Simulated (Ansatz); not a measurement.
The parent structure is SiO₂ in the rutile structure (space group P4_2/mnm, No. 136; a = 4.1549 Å, c = 2.6615 Å). Axes: x, y, z lie along a, b, c of the conventional cell.

All numbers come from LDA/PAW in Ansatz (a program for electronic structure), spin-orbit coupling left out.

Base values:

The electron mass is 0.40 mₑ along c, 0.52 mₑ across (at Γ) and the valence-band top at Γ is 0.00, -0.91, -0.91 eV.

Now apply this change: biaxial strain −1.80 %, plane normal [001], relaxed out of plane (Cartesian); in-plane vectors clamped, the third vector and the atoms free.

What does the calculation give for the in-plane stress after the change?

The mean in-plane stress (compression positive) is +11.5 GPa.

Predict the new electron mass.

The electron mass becomes 0.39 mₑ out of plane, 0.55 mₑ in plane (at Γ) (base: 0.40 mₑ along c, 0.52 mₑ across (at Γ)).

How does this affect the valence-band top at Γ?

The valence-band top at Γ (three highest levels, from the VBM) changes from 0.00, -0.91, -0.91 eV to 0.00, -0.90, -0.90 eV.

The levels and masses belong to the bands next to the band gap. Masses are band curvatures over ±0.01 Å⁻¹ around the edge. Whether these cells are dynamically stable was not tested.
